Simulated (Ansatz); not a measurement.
Hypothetical P6_3/mmc PtSe2 under a change: pressure 0.7 GPa

Consider PtSe$_{2}$ in the 2H-MoS2 type structure (space group P6_3/mmc, No. 194; a = 3.591 Å, c = 11.251 Å; a hypothetical phase, not in the database extracts checked; layered, stacked along the Cartesian z axis).

Perturbation: cell and atoms relaxed at a pressure of 0.7 GPa.

Calculations: DFT with r2SCAN+rVV10, PAW potentials and a 500 eV plane-wave cutoff in Ansatz (a quantum-chemistry and plane-wave program), scalar-relativistic without spin-orbit coupling. k-mesh 15×15×4 (Γ-centred); smearing 0.05 eV (Fermi–Dirac).

| quantity | base | changed | shift |
|---|---|---|---|
| density | 9.33 g/cm³ | 9.47 g/cm³ | +0.14 g/cm³ |
| lattice parameter a | 3.591 Å | 3.579 Å | -0.012 Å |
| c/a ratio | 3.133 | 3.120 | -0.013 |
| shortest interatomic distance | 2.554 Å | 2.552 Å | -0.002 Å |
| enthalpy H = E + PV relative to the base's energy | – | +0.09 eV/atom | – |
| band gap | zero | zero | – |

Final structure:

```
PtSe2
1.0
    3.57869     0.00000     0.00000
   -1.78935     3.09924     0.00000
    0.00000     0.00000    11.16454
Pt Se
2 4
Direct
  0.33333   0.66667   0.25000
  0.66667   0.33333   0.75000
  0.33333   0.66667   0.61589
  0.66667   0.33333   0.11589
  0.66667   0.33333   0.38411
  0.33333   0.66667   0.88411
```

Load acts through the strain it causes; cell and atoms are relaxed under it. No phonon test of stability was made. The final runs are not spin-polarised. PtSe2 has a high density of states at the Fermi level and may be magnetic at this level.
